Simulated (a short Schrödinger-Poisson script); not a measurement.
# MOS inversion layer, SiO2 on p-type Si(111)

Stack: MOS inversion layer, SiO2 on p-type Si(111), at 300 K.

```csv
layer,material,thickness (nm),Na (cm⁻³)
1,SiO2,2.2,-
2,Si,1400,8.8e16
```

The device is made up for the run: typed textbook-type constants, with dimensions and the other settings drawn at random. SiO2: permittivity 3.9, conduction-band edge (eV) 3.15, gap (eV) 9, electron mass (mₑ) 0.5. Si: permittivity 11.7, conduction-band edge (eV) 0, gap (eV) 1.124, Nv at 300 K (cm⁻³) 3.1e19.

Channel valleys (confinement mass, in-plane density-of-states mass, number): Δ6 0.258, 0.358, 6. At the gate the conduction-band edge of layer 1 lies 3.45 eV − eVg above the Fermi level of the channel; the field vanishes at the back. Gaps are held at their typed values at every temperature. Mesh 0.03 nm at interfaces.

Solved with a short Schrödinger-Poisson script written for these runs: 1D Poisson equation in equilibrium, electrons quantum, Hartree (BenDaniel-Duke, 12 states a valley, the channel's in-plane mass for all, wave functions ending at the dielectric), parabolic valleys, classical holes, full ionisation, no traps, pinning or gate leakage.

| Vg (V) | electrons (cm⁻²) | C (μF/cm²) | Δ6 E0 (meV) | Δ6 E1 (meV) |
|---|---|---|---|---|
| 0.1 | 2.77e7 | 0.0988 | 357.0 | 407.1 |
| 0.3 | 2.67e10 | 0.211 | 178.5 | 233.4 |
| 0.5 | 7.82e11 | 0.943 | 89.9 | 152.5 |
| 0.7 | 2.08e12 | 1.11 | 63.3 | 134.2 |
| 0.9 | 3.50e12 | 1.18 | 48.5 | 126.8 |
| 1.1 | 5.00e12 | 1.22 | 38.2 | 122.9 |
| 1.3 | 6.54e12 | 1.25 | 30.2 | 120.8 |
| 1.5 | 8.11e12 | 1.27 | 23.5 | 119.6 |
| 1.7 | 9.70e12 | 1.28 | 17.8 | 118.9 |
| 1.9 | 1.13e13 | 1.29 | 12.8 | 118.6 |

Gate voltages with under 1e6 electrons/cm² are left out.

Subbands count from the Fermi level.
